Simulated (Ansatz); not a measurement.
How far PBE and r2SCAN part for HfN, Hf → Gd

Base system: HfN in the rock salt structure (space group Fm-3m, No. 225; a = 4.548 Å).

(Cell as relaxed with PBE.)

Levels (all Ansatz, a quantum-chemistry and plane-wave program, PAW, earlier PAW set): PBE (420 eV, scalar-relativistic without spin-orbit coupling); r2SCAN (500 eV, no SOC).

Each level relaxes its own structure.

```csv
base,PBE,r2SCAN
volume per atom,11.76 Å³,11.59 Å³
lattice parameter a,4.548 Å,4.526 Å
band gap,zero,zero
```

Modification: full substitution Hf → Gd, then cell and atoms are relaxed.

```csv
quantity,PBE,r2SCAN
largest site moment,6.86 μB,(withheld)
lattice parameter a,4.984 Å,(withheld)
```

**Question.** What does r2SCAN give?

**Answer.** 
- largest site moment, r2SCAN: 6.93 μB
- lattice parameter a, r2SCAN: 4.974 Å

PBE's largest site moment lies 0.063 μB below r2SCAN's; PBE's lattice parameter a lies 0.010 Å above r2SCAN's (0.2 %). Neither level is exact; r2SCAN is the comparison here, not a measurement.

Other magnetic orders, which the real material may have, were not ruled out. The state of the 4f shell was not checked for lower solutions. No phonon test of stability was made. Spin-polarised in the final run: PBE GdN and r2SCAN GdN; the other runs are not. An odd electron count without spin: HfN.
